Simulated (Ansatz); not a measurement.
An Ansatz (a program for electronic structure) run: WSi2 with a change (uniaxial strain ε_xx = −2.50 %); LDA (Ansatz; PAW; 420 eV plane waves; no spin-orbit coupling).

Input:

Ansatz 0.2 input:
```yaml
crystal:
  lattice:
    - [-1.5528223668, 1.5926383249, 3.8865648689]
    - [1.5528223668, -1.5926383249, 3.8865648689]
    - [1.5528223668, 1.5926383249, -3.8865648689]
  atoms:
    - { symbol: Si, position: [0.6653461416, 0.6653461416, 0] }
    - { symbol: Si, position: [0.3346538584, 0.3346538584, 0] }
    - { symbol: W, position: [0, 0, 0] }
basis: { ecutwfc: 420, ecutrho_ratio: 4, xc_grid: 2, fft_grid_basis: typed }
kpoints: { mp_grid: { grid: [25, 25, 25] } }
hamiltonian:
  xc: lda
  dispersion: none
  pseudopotentials: { kind: paw }
scf: { occupations: { method: fermi_dirac, width: 0.1 }, convergence: { dr2_threshold: 0.0000000003 } }
relax: { f_tol: 0.005, max_steps: 50 }
output: { forces: true, stress: true }
checkpoint: { write: state.ck, write_every: 1000 }
```

Output (explanatory and most iteration lines left out):

```
Relaxation: its limit of steps is 50 (relax.max_steps)
Pseudopotential: Si, paw, valence charge 4
Pseudopotential: W, paw, valence charge 14
Crystal: 3 atoms, lattice volume = 38.447 Å³
Basis set: ecut = 420 eV, 765 PW (Γ), exchange–correlation on 60×60×60 points (8 copies of the dense FFT grid, shifted against one another)
Bands: 15, of which v1, the nominal top of the filled ones, is band 11 counted from 1 (10 counted from 0)
Symmetry: 8 space group operations
Space group: Immm (ITA 71), of the structure as read, at distance tolerance 3.4e-5 Å
k-points: 2197 of 15625
Functional: x = slater, c = lda
SCF iter   1: F=—  HF=-11348.433117 eV  |F-HF|=—  |Δ(HF+E_count)|=         —  Δρ=6.68e-3  dr2=1.48e-2  ethr=1.77e-3  ⟨swp⟩=5.0  Hψ=191221  notcnv=0
SCF iter   2: F=—  HF=-11348.430079 eV  |F-HF|=—  |Δ(HF+E_count)|=   3.04e-3  Δρ=3.46e-3  dr2=2.66e-3  ethr=6.71e-5  ⟨swp⟩=1.0  Hψ=50542  notcnv=0
SCF 1 converged in 7 iterations: F = -11348.429406 eV  dr2 = 3.02e-11
relax step   1: F+E_penalty+E_count = -11348.42940597 eV  Δ(F+E_penalty+E_count) = +0.000e0 eV  max|allowed force component| = 6.953e-2 eV/Å  Δτ_max = 0.0000 Å  (7 SCF iters, accepted)
Crystal: 3 atoms, lattice volume = 38.447 Å³
SCF iter   1: F=—  HF=-11348.429632 eV  |F-HF|=—  |Δ(HF+E_count)|=         —  Δρ=2.36e-4  dr2=4.68e-5  ethr=2.12e-7  ⟨swp⟩=2.0  Hψ=127810  notcnv=0
SCF iter   2: F=—  HF=-11348.429623 eV  |F-HF|=—  |Δ(HF+E_count)|=   8.93e-6  Δρ=1.29e-4  dr2=1.41e-5  ethr=2.12e-7  ⟨swp⟩=1.0  Hψ=33033  notcnv=0
SCF 2 converged in 5 iterations: F = -11348.429618 eV  dr2 = 1.32e-10
relax step   2: F+E_penalty+E_count = -11348.42961826 eV  Δ(F+E_penalty+E_count) = -2.123e-4 eV  max|allowed force component| = 1.659e-2 eV/Å  Δτ_max = 0.0025 Å  (5 SCF iters, accepted)
Crystal: 3 atoms, lattice volume = 38.447 Å³
SCF iter   1: F=—  HF=-11348.429633 eV  |F-HF|=—  |Δ(HF+E_count)|=         —  Δρ=7.40e-5  dr2=4.63e-6  ethr=2.10e-7  ⟨swp⟩=2.2  Hψ=83094  notcnv=0
SCF iter   2: F=—  HF=-11348.429632 eV  |F-HF|=—  |Δ(HF+E_count)|=   1.08e-6  Δρ=3.99e-5  dr2=1.35e-6  ethr=2.11e-8  ⟨swp⟩=1.0  Hψ=50531  notcnv=0
SCF 3 converged in 5 iterations: F = -11348.429631 eV  dr2 = 1.41e-11
relax step   3: F+E_penalty+E_count = -11348.42963112 eV  Δ(F+E_penalty+E_count) = -1.286e-5 eV  max|allowed force component| = 3.037e-5 eV/Å  Δτ_max = 0.0008 Å  (5 SCF iters, accepted)
SCF converged after 5 iterations
Free energy (F): -11348.429631 eV
Internal energy: -11348.418971 eV  (E = F + TS)
E sigma→0 (E₀):  -11348.424301 eV
Entropy (-TS):   -0.010660 eV (-3.553 meV/atom)
Fermi energy:    17.482118 eV
--- Forces (eV/Å), atoms counted from 1 ---
  atom   1  Si     0.00000000     0.00000000     0.00003037
  atom   2  Si     0.00000000     0.00000000    -0.00003037
  atom   3  W      0.00000000     0.00000000    -0.00000000
--- Stress (GPa, compression-positive) ---
       12.070376       0.000000       0.000000
        0.000000       3.612221       0.000000
        0.000000       0.000000       2.861848
  P = ⅓ Tr σ = 6.1815 GPa (61.815 kbar)
--- Relaxed structure (3 steps of the walk, 3 accepted, 0 SCFs on fresh bases) ---
  atoms:
    - { symbol: Si, position: [0.6657629537628913, 0.6657629537628913, 0.0] }
    - { symbol: Si, position: [0.3342370462371088, 0.3342370462371088, 0.0] }
    - { symbol: W, position: [0.0, 0.0, 0.0] }
```

Whether these cells are dynamically stable was not tested. The final runs are not spin-polarised. The cell was made from WSi2 (space group I4/mmm, No. 139) by this change: uniaxial strain ε_xx = −2.50 %.
